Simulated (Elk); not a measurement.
Input and output of a self-consistent single point for Ca (Fm-3m, 1 atom in the cell) (Elk).

Method: PBEsol, all-electron FP-LAPW, Elk's shipped species files, APW+lo basis with extra local orbitals (Elk 10.2.4).

The change in words: lattice scaled by 0.98; rgkmax: 8 → 11.31. Reference geometry:
```
CELL_PARAMETERS angstrom
      0.00000     2.79837     2.79837
      2.79837     0.00000     2.79837
      2.79837     2.79837     0.00000
ATOMIC_POSITIONS crystal
  Ca 0.00000 0.00000 0.00000
```

Reference input (self-consistent single point, DFT, PBEsol, all-electron FP-LAPW, Elk's shipped species files, APW+lo basis with extra local orbitals): xctype = 22; rgkmax = 8; stype = 3; swidth = 0.00367493 Ha; ngridk = 5 5 5; gmaxvr = 14 1/bohr; nxlo = 2; lorbcnd = true; lmaxi = 2. This run's input differs from it in these lines:

```diff
@@ -7,3 +7,3 @@
 rgkmax
-  8.0
+  11.31
 
@@ -28,5 +28,5 @@
 avec
-    0.0000000000    5.2881528954    5.2881528954
-    5.2881528954    0.0000000000    5.2881528954
-    5.2881528954    5.2881528954    0.0000000000
+    0.0000000000    5.1823905934    5.1823905934
+    5.1823905934    0.0000000000    5.1823905934
+    5.1823905934    5.1823905934    0.0000000000
```

Output (repeated stretches shortened):

```
│ Self-consistent loop started │
│ Loop number : 1 │
 total energy                :     -680.944745698
│ Loop number : 2 │
 total energy                :     -680.930388571
RMS change in Kohn-Sham potential (target) :   0.2204197025     (  0.1000000000E-05)
Absolute change in total energy (target)   :   0.1435712706E-01 (  0.1000000000E-03)
│ Loop number : 3 │
 total energy                :     -680.276446255
RMS change in Kohn-Sham potential (target) :   0.1181602180     (  0.1000000000E-05)
Absolute change in total energy (target)   :   0.6575315981     (  0.1000000000E-03)
│ Loop number : 4 │
   [... lines left out ...]
Absolute change in total energy (target)   :   0.4146197271E-03 (  0.1000000000E-03)
│ Loop number : 12 │
 total energy                :     -679.575491785
RMS change in Kohn-Sham potential (target) :   0.1793783163E-06 (  0.1000000000E-05)
Absolute change in total energy (target)   :   0.1182356409E-03 (  0.1000000000E-03)
│ Loop number : 13 │
 total energy                :     -679.575490603
RMS change in Kohn-Sham potential (target) :   0.1050188131E-06 (  0.1000000000E-05)
Absolute change in total energy (target)   :   0.3074121105E-04 (  0.1000000000E-03)
Convergence targets achieved

│ Loop number : 14 │

Energies :
 Fermi                       :     0.130908292566
 total energy                :     -679.575491039

Density of states at Fermi energy :    29.77427247
 (states/Hartree/unit cell)

Estimated indirect band gap :   0.8550609638E-02
 from k-point      9 to k-point      6
Estimated direct band gap   :   0.2226535906E-01
 at k-point      9

Charges :
 core                        :    10.00000000
 valence                     :    10.00000000
 interstitial                :    1.888782838
 muffin-tins (core leakage)
  species :    1 (Ca)
   atom    1                 :    18.11121716     (  0.1962640361E-07)
 total in muffin-tins        :    18.11121716
 total calculated charge     :    20.00626575
 total charge                :    20.00000000
 error                       :   0.6265754755E-02

│ Self-consistent loop stopped │
```

The run converged in 14 iterations. The count includes the last loop, which Elk runs after its targets are met. Against the reference run the free energy falls by 25.6 meV/atom.

The starting cell has typed, rounded lattice constants, without a prior relaxation at this level. Its lattice was rescaled by up to half a per cent. For this run, on top of that: lattice scaled by 0.98. Values depend on the basis (sphere radii, cutoffs, local orbitals), which need not be converged. The log's line on a gap gives a spacing of levels on this mesh, which the program prints for metals too.
